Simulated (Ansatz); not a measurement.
System: In₂Ge₂O₇ (C2/m, No. 12, 11 atoms in the cell; start mp-5280). Method: PBEsol+SOC in Ansatz (PAW).

Numerical settings: plane-wave cutoff 520 eV, 6×6×8 k mesh (along the axes of the cell as run), Fermi–Dirac smearing 0.01 eV, PAW data made under PBE.

Cell (relaxed with PBEsol):

```
CELL_PARAMETERS angstrom
      3.32667    -4.43410     0.00634
      3.32667     4.43410     0.00634
     -1.04783     0.00000     4.84851
ATOMIC_POSITIONS crystal
  In 0.30706 0.69294 0.00000
  In 0.69294 0.30706 0.00000
  Ge 0.76311 0.76311 0.59430
  Ge 0.23689 0.23689 0.40570
  O  0.40725 0.07383 0.21180
  O  0.59275 0.92617 0.78820
  O  0.92617 0.59275 0.78820
  O  0.07383 0.40725 0.21180
  O  0.00000 0.00000 0.50000
  O  0.41310 0.41310 0.72662
  O  0.58690 0.58690 0.27338
```

**Question.** Give the computed band gap.

**Answer.** 
band gap: 2.00 eV (direct)

A start named mp-… is a Materials Project structure, which need not be a measured phase.

Ansatz is an electronic-structure program.
